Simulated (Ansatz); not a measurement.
# V$_{3}$O$_{5}$ (space group C2/c, No. 15; ferromagnetic)

V$_{3}$O$_{5}$ is taken in the monoclinic space group C2/c (No. 15), Pearson symbol mS32. Lattice parameters: a = 9.961 Å, b = 4.907 Å, c = 7.020 Å, α = 90.00°, β = 112.26°, γ = 90.00°. V1 on 8f is surrounded by 6 O at 1.834–2.104 Å. V2 on 4b is surrounded by 6 O at 1.968–1.993 Å (octahedral). O1 on 4e is coordinated by 4 V at 1.993–2.062 Å. O2 on 8f is coordinated by 3 V at 1.834–1.968 Å. O3 on 8f is surrounded by 3 V at 1.957–1.973 Å and 1 V at 2.104 Å. (Neighbours: up to the widest gap in distance over summed covalent radii, below 1.35, at either atom; cation-cation and far metal-metal contacts left out.)
(The calculation used a cell of 16 atoms; values per cell refer to that cell.)

Method: DFT with PBEsol, PAW potentials and a 420 eV plane-wave cutoff in Ansatz (a program for electronic structure), spin-orbit coupling left out. k-mesh 8×8×6 (Γ-centred); smearing 0.05 eV (Fermi–Dirac).

| Property | Result |
|---|---|
| Volume per atom | 9.92 Å³ |
| Density | 4.87 g/cm³ |
| Band gap | zero |
| Magnetic state | ferromagnetic |
| Total energy | -1433.294 eV/atom (σ→0; compares only within this code and set-up) |

Other magnetic orders, which the real material may have, were not ruled out. Stability against distortions was not tested. No Hubbard U is applied, and correlation can decide whether such a compound is a metal. The base started in P-1 and relaxed to C2/c at this level.
